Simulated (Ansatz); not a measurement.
For AlAs (model structure, started from the BN type, Pm-3n, No. 223, 12 atoms in the cell), PBE (Ansatz, a first-principles code, PAW) gives:

```
Item                       Result
-------------------  ------------
lattice parameter a       7.045 Å
cohesive energy      3.53 eV/atom
```

Question: What does PBE-D3(BJ) (PAW; Ansatz) give for the same quantities?

Answer: 
- lattice constant a: 6.983 Å (falls by 0.9 %)
- cohesive energy: 3.77 eV/atom (increases by 0.24 eV/atom)

Changes are worked out from the printed values.

Unless a cell is named, each level is at its own relaxed cell (PBE 29.14, PBE-D3(BJ) 28.37 Å³/atom).

Ansatz's density-functional and Hartree–Fock values are scalar-relativistic unless marked +SOC, with PAW data made under PBE.

A model structure was made by putting elements into a prototype or built by hand; it is no filed structure, need not be a known phase, and can be a saddle point held by its symmetry.
